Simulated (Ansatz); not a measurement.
Consider Mg$_{2}$Si (space group Fm-3m, No. 225; a = 6.325 Å). Axes: x, y, z lie along the cube axes.

One thing is altered: compressive biaxial strain of 0.74 % in the plane normal to [111], as in epitaxy on a mismatched substrate; the out-of-plane cell vector and the atoms relax.

Levels (all Ansatz, a first-principles code, PAW, earlier PAW set): PBEsol (420 eV, spin-orbit coupling left out); PBEsol+SOC (420 eV, noncollinear with spin-orbit coupling).

The geometry is relaxed with PBEsol.

```
Quantity                                     Value
----------------------------  --------------------
PBEsol smallest direct gap                 1.91 eV
PBEsol gap character               indirect, Γ → F
PBEsol valence-band top at Γ  0.00, 0.00, -0.06 eV
PBEsol band gap                            0.08 eV
```

How does going to PBEsol+SOC change the smallest direct gap, gap character, valence-band top at Γ and band gap?

The smallest direct gap decreases by 0.01 eV to 1.90 eV; the gap character is still indirect, Γ → F; the valence-band top at Γ (three highest Kramers pairs, from the VBM) changes from 0.00, 0.00, -0.06 eV to 0.00, -0.02, -0.08 eV; the band gap shrinks by 0.01 eV (0.08 eV → 0.07 eV).

Single points use the geometry relaxed with PBEsol. Differences between runs with and without spin-orbit coupling are approximate. No phonon test of stability was made. The zero or small gap of Mg2Si can change with the level of theory. k-point labels follow each cell's own Brillouin zone.
